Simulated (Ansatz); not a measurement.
Consider CsPbCl$_{3}$ in the cubic perovskite structure (space group Pm-3m, No. 221; a = 5.619 Å).

The values are results of PBEsol (Ansatz, a quantum-chemistry and plane-wave program), no spin-orbit coupling, not measurements.

Strains are applied to the cell and any free atomic positions relax.

One change was made to it. Results:

| quantity | base | after |
|---|---|---|
| band gap | 1.83 eV | 1.98 eV |
| electron mass (degenerate bands, along [100]) | 0.10, 0.83, 0.83 mₑ (at R) | 0.11, 0.87, 0.87 mₑ (at R) |
| pressure | 0.00 GPa | -0.82 GPa |

Question: What was done to the base?
(A) isotropic strain +0.60 %
(B) isotropic strain +3.00 %
(C) isotropic strain +1.20 %
(D) isotropic strain +2.40 %

Answer: C, isotropic strain +1.20 %. For comparison, the band gap in the other runs: isotropic strain +2.40 % gives 2.12 eV; isotropic strain +3.00 % gives 2.18 eV; isotropic strain +0.60 % gives 1.91 eV.

Spin-orbit coupling, missing from the scalar runs, can matter with Pb. Effective masses come from finite differences of ±0.01 Å⁻¹. Stability against distortions was not tested. Many cubic perovskites are stable only at high temperature; tilts and polar distortions were not tested. This is not the structure that CsPbCl3 has at room temperature and ambient pressure.
